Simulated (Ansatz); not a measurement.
Br on the 1x1 (111) surface of fcc Ag, one in a 2x2 cell, started at the site 'bridge Ag-Ag (span 2.9 Å)'

Calculation: r2SCAN, at the PBE geometry (plane waves to 500 eV, PAW; Ansatz, a program for electronic structure).

Slab: 17 atoms, 7.1 Å thick at the start under the adsorbate (thin: gaps and levels are the slab's own); k 6x6x1, smearing 0.1 eV, dipole-corrected; single point; on the structure that PBE left under its start's symmetry; no spin, no spin-orbit, no U, no dispersion correction. At the end it is bonded to 2 Ag. In PBE this state lies 0.07 eV over the lowest of the starts that converged ('hollow Ag-Ag-Ag over Ag at depth 4.7 Å').

The adsorption energy against ½ Br2(g) at the same level is -1.71 eV, the work function of the top face comes out as 5.56 eV and the change of the work function is 1.16 eV. The change of the step from the bottom to the top vacuum level, against the clean slab is 1.15 eV and the height of the binding atom over the mean of the host atoms within 0.3 Å of the top one comes out as 2.228 Å. The nearest host atoms of the binding atom is Ag at 2.68 Å, Ag at 2.68 Å, Ag at 3.37 Å and the cost comes out as very roughly 5 core-minutes.

A negative adsorption energy means that the adsorbate is more stable on the surface than in its reference.
